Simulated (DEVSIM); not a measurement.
System: Cr/HfO2/p-Si capacitor, at 250 K.

```tsv
layer (left to right)	material	thickness (nm)	Na (cm⁻³)
1	HfO2	15.0	-
2	Si	3100	3.5e16
```

Metal gate on the left, work function 4.5 eV. Fixed charge at the semiconductor interface -1e10 cm⁻² (in units of +e); interface traps 7.4e10 cm⁻² eV⁻¹, uniform in energy, neutral level at 0.5 of the gap above the valence band.

The device is made up for the run: typed textbook-type constants, with dimensions and the other settings drawn at random. Values at 300 K; Nc and Nv go as T^1.5, mobilities as T to minus their exponent, the gap by Varshni's rule with the affinity fixed.

```tsv
parameter	HfO2	Si
gap (eV)	5.7	1.124
affinity (eV)	2.5	4.05
permittivity	22	11.7
Nc (cm⁻³)	-	2.86e19
Nv (cm⁻³)	-	3.1e19
Varshni α (eV/K)	-	0.000473
Varshni β (K)	-	636
```

Model (solved in DEVSIM): 1D Poisson equation in equilibrium, Boltzmann statistics, complete ionisation; no quantum confinement or tunnelling. Metal contacts follow the ideal Schottky-Mott rule: no Fermi-level pinning, no interface dipoles.

The interface trap density was swept, all else fixed.

```csv
interface trap density (cm^-2 eV^-1),minimum of the low-frequency capacitance (μF/cm²),flat-band voltage (V),threshold voltage (band bending 2φF) (V)
0,0.0605,-0.54,0.39
1e10,0.0619,-0.54,0.39
7.4e10,0.0711,-0.55,0.39
1e11,0.0748,-0.55,0.40
3e11,0.103,-0.56,0.41
1e12,0.191,-0.60,0.44
2e12,0.296,-0.65,0.50
```

From the first row to the last the minimum of the low-frequency capacitance goes from 0.0605 to 0.296. From the first row to the last the flat-band voltage goes from -0.54 to -0.65.
